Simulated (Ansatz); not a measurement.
## Response to strain in GeSe2

The reference is GeSe2 (space group P2_1/c, No. 14; a model cell, its experimental status unchecked).

```xyz
12
Lattice="6.5132 0.0000 0.0000 0.0000 5.6018 0.0000 -0.1962 0.0000 7.5166" Properties=species:S:1:pos:R:3 pbc="T T T"
Ge     1.4270     3.0496     4.8790
Ge     4.7920     0.2487     6.3959
Ge     4.8901     2.5522     2.6376
Ge     1.5251     5.3531     1.1207
Se     0.7555     5.1868     6.0434
Se     5.4636     2.3859     5.2315
Se     5.5616     0.4150     1.4732
Se     0.8535     3.2159     2.2851
Se     2.4973     1.8473     7.0398
Se     3.7217     4.6482     4.2350
Se     3.8198     3.7545     0.4767
Se     2.5954     0.9536     3.2815
```

Cartesian axes are those of the cell as printed.

Strains are applied to the cell and any free atomic positions relax; under biaxial strain the out-of-plane vector relaxes too; under stress the whole cell relaxes.

All numbers come from PBEsol (Ansatz, a first-principles code, PAW, no spin-orbit coupling).

Notes on the quantities. pressure: mean of the normal stresses, compression positive.

```tsv
change	pressure	volume per atom
base	0.0 GPa	22.85 Å³
biaxial strain −1.07 %, plane normal [001], relaxed out of plane	0.5 GPa	22.64 Å³
biaxial strain −0.55 %, plane normal [001], relaxed out of plane	0.3 GPa	22.74 Å³
uniaxial strain ε_xx = −1.57 %	0.7 GPa	22.50 Å³
uniaxial stress, 1 GPa compression along x	–	22.50 Å³
```

Without a gap, meshes like the base's 6×7×5 leave anisotropic stresses uncertain by several tenths of a GPa, and small strain energies with them. Beyond what the load breaks, stability against distortions was not tested. The final runs are not spin-polarised.
